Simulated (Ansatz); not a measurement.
The reference is ZnO in the wurtzite structure (space group P6_3mc, No. 186; a = 3.2796 Å, c = 5.2933 Å).

(Cell as relaxed with PBE.)

Levels (all Ansatz, an electronic-structure program, PAW): PBE (420 eV, no spin-orbit coupling); r2SCAN (500 eV, without spin-orbit coupling).

Each level relaxes its own structure.

```tsv
base	PBE	r2SCAN
volume per atom	12.33 Å³	11.81 Å³
lattice parameter a	3.280 Å	3.235 Å
band gap	0.74 eV	1.24 eV
```

Perturbation: S replaces 33.3 % of the O, ordered in a cell of 12 atoms (starting symmetry P3m1) and fully relaxed.

```tsv
quantity	PBE	r2SCAN
volume per atom	14.70 Å³	[?]
mixing energy (to 0.01 eV only: unlike meshes or grids)	+0.11 eV/atom	[?]
band gap	zero	[?]
```

Problem. Predict the r2SCAN column.

Solution. 
- volume per atom, r2SCAN: 14.14 Å³
- mixing energy (to 0.01 eV only: unlike meshes or grids), r2SCAN: +0.12 eV/atom
- band gap, r2SCAN: zero

PBE's volume per atom lies 0.566 Å³ above r2SCAN's (4.0 %); PBE's mixing energy lies 0.01 eV/atom below r2SCAN's; the two agree on the band gap. Neither level is exact; r2SCAN is the comparison here, not a measurement.

Each cell is one ordered arrangement of few atoms, which overstates ordering effects compared with a random alloy. No phonon test of stability was made. The final runs are not spin-polarised. A zero or small gap of Zn3SO2 can be the functional's error rather than a property of the material.
